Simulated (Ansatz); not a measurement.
## TiB2 under a change: uniaxial strain ε_yy = −1.04 %

The reference is TiB2 (space group P6/mmm, No. 191; a = 3.017 Å, c = 3.185 Å). Axes: x lies along a and z along c of the hexagonal cell.

One thing is altered: the cell is compressed by 1.04 % along y with no lateral relaxation, atoms relaxed at fixed cell.

All numbers come from PBEsol in Ansatz (plane waves to 420 eV, PAW, no spin-orbit coupling), earlier PAW set. Settings: 13×13×10 k-points, 0.05 eV Fermi–Dirac smearing.

The volume per atom falls by 0.09 Å³ (8.37 Å³ → 8.28 Å³) and the space group changes from P6/mmm (No. 191) to Cmmm (No. 65). The shortest interatomic distance falls by 0.030 bohr to 3.262 bohr and the energy goes up by 2.0 meV/atom. The pressure (mean of the normal stresses, compression positive) goes from zero to 3.1 GPa and the band gap is still zero. The stress (xx, yy, zz, yz, xz, xy; compression positive) amounts to (0.7, 7.3, 1.2, 0.0, 0.0, 0.0) GPa (rough).

A case with no gap was solved on a k-mesh chosen for an insulator, which is coarse for it. Without a gap, meshes like the base's 13×13×10 leave anisotropic stresses uncertain by several tenths of a GPa, and small strain energies with them. Stability against distortions was not tested. The final runs are not spin-polarised.

Ansatz is a quantum-chemistry and plane-wave program.
